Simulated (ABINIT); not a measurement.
# Converging shifted k-point meshes: Rb (Im-3m, 1 atom in the cell)

```xyz
1
Lattice="-2.8335 2.8335 2.8335 2.8335 -2.8335 2.8335 2.8335 2.8335 -2.8335" Properties=species:S:1:pos:R:3 pbc="T T T"
Rb     0.0000     0.0000     0.0000
```

Computed with LDA (PW92), PAW (JTH v2.0 LDA PAW) (plane waves; ABINIT).

Base settings: pseudos = [Rb.LDA_PW-JTH.xml]; ecut = 20 Ha; pawecutdg = 40 Ha; ixc = 7; occopt = 3; tsmear = 0.00367493 Ha; ngkpt = 5 5 5; nshiftk = 1; shiftk = 0 0 0; potentials = JTH v2.0 LDA PAW.

In this ladder: shiftk = 0.5 0.5 0.5.

Only quantities that move along the ladder and can be compared are tabulated.

These are the values that this program gave, and no reference: the one-centre exchange-correlation terms come from a truncated expansion.

The count of work is k-points × plane waves × bands × iterations; it is no time. 

The starting cell has typed, rounded lattice constants, without a prior relaxation at this level. Its lattice was rescaled by up to half a per cent.

| ngkpt | free energy less the last step's (meV/atom) | pressure (GPa) | count of work / last |
|---|---|---|---|
| 2 2 2 | 45.38 | -0.21 | 0.0033 |
| 3 3 3 | 25.82 | -0.35 | 0.0071 |
| 4 4 4 | -10.21 | -0.41 | 0.011 |
| 5 5 5 | 16.74 | -0.39 | 0.016 |
| 6 6 6 | -9.32 | -0.43 | 0.029 |
| 7 7 7 | 4.92 | -0.40 | 0.036 |
| 8 8 8 | -2.52 | -0.42 | 0.043 |
| 9 9 9 | 0.96 | -0.41 | 0.062 |
| 10 10 10 | -0.46 | -0.42 | 0.067 |
| 11 11 11 | 0.16 | -0.41 | 0.100 |
| 12 12 12 | -0.10 | -0.41 | 0.11 |
| 13 13 13 | 0.05 | -0.41 | 0.15 |
| 15 15 15 | 0.01 | -0.41 | 0.18 |
| 16 16 16 | 0.01 | -0.41 | 0.25 |
| 18 18 18 | 0.02 | -0.41 | 0.31 |
| 20 20 20 | 0.01 | -0.41 | 0.42 |
| 22 22 22 | 0.01 | -0.41 | 0.57 |
| 24 24 24 | 0.00 | -0.41 | 0.73 |
| 27 27 27 | 0.00 | -0.41 | 1.0 |

Coarsest ngkpt that holds the pressure within 0.05 GPa of the last step, with all finer ones: 4 4 4, at 0.011 of the last step's count of work; the step before is off by 0.06 GPa.

Coarsest ngkpt that holds the free energy within 2 meV/atom of the last step, with all finer ones: 9 9 9, at 0.062 of the last step's count of work; the step before is off by 2.5 meV/atom.
